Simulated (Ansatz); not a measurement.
Results of PBE0 in Ansatz (plane waves, PAW) for Cd₂P₃Cl (C2/c, No. 15; cell taken from a computed entry).

Numerical settings: plane-wave cutoff 460 eV, 4×4×4 k mesh, Fermi–Dirac smearing 0.01 eV, scalar-relativistic PAW data made under PBE.

Cell (relaxed with PBEsol):

```
CELL_PARAMETERS angstrom
      3.97666    -4.48529    -0.00945
      3.97666     4.48529    -0.00945
     -1.39568     0.00000     7.37662
ATOMIC_POSITIONS crystal
  Cd 0.58860 0.89576 0.28969
  Cd 0.41140 0.10424 0.71031
  Cd 0.10424 0.41140 0.21031
  Cd 0.89576 0.58860 0.78969
  P  0.42777 0.33597 0.03222
  P  0.57223 0.66403 0.96778
  P  0.66403 0.57223 0.46778
  P  0.33597 0.42777 0.53222
  P  0.69761 0.30239 0.25000
  P  0.30239 0.69761 0.75000
  Cl 0.13611 0.86389 0.25000
  Cl 0.86389 0.13611 0.75000
```

Task: Predict the band gap, smallest direct gap on the k points sampled and direct gap at Γ.

Result: 
* **band gap**: 2.75 eV
* **smallest direct gap on the k points sampled**: 2.99 eV
* **direct gap at Γ**: 4.23 eV

Note: cell and atoms aren't relaxed at this level (largest force component 0.25 eV/Å, pressure 1.7 GPa).

Spin–orbit coupling is not included.

Static lattice: no zero-point or thermal effects.

Computing time: around 26 core-minutes (rough).

Ansatz is a program for electronic structure.
